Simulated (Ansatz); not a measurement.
A calculation on L1₀ (CuAu-type) FePt returned lattice constant a 2.703 Å, lattice parameter c 3.724 Å, formation enthalpy -0.202 eV/atom, magnetic moment 2.93 μB.

For reference: lattice constant a 2.727 Å (measured, room temperature, no zero-point or thermal correction, P4/mmm two-atom cell, a_fct/√2; as tabulated in Sawada et al. (2023), arXiv:2212.12065); lattice parameter c 3.726 Å (measured, room temperature, no zero-point or thermal correction, 0.1 GPa; as tabulated in Sawada et al. (2023), arXiv:2212.12065); formation enthalpy -0.238 ± 0.02 eV/atom (measured, 298 K, copied from a table, unchecked, not corrected to a static lattice; as tabulated in Wang et al. (2021), doi:10.1038/s41598-021-94550-5).

Problem. Which level of theory produced these numbers?
(A) B3LYP (VWN-RPA form) (Ansatz, an electronic-structure program)
(B) r²SCAN (Ansatz)
(C) PBE-D3(BJ) (Ansatz)
(D) PBEsol (Ansatz)

Solution. C, PBE-D3(BJ) (Ansatz)

The others give: B3LYP (VWN-RPA form) 2.791 Å, 3.782 Å, -0.489 eV/atom, 3.43 μB; PBEsol 2.687 Å, 3.716 Å, -0.200 eV/atom, 2.89 μB; r²SCAN 2.732 Å, 3.727 Å, -0.340 eV/atom, 3.29 μB.

Unless a cell is named, each level is at its own relaxed cell (B3LYP (VWN-RPA form) 14.72, PBE-D3(BJ) 13.61, PBEsol 13.42, r²SCAN 13.91 Å³/atom).

Spin-polarised runs: B3LYP (VWN-RPA form) (parallel moments), PBEsol (parallel moments), r²SCAN (parallel moments), PBE-D3(BJ) (parallel moments).

Ansatz's density-functional and Hartree–Fock values are scalar-relativistic unless marked +SOC, with PAW data made under PBE.
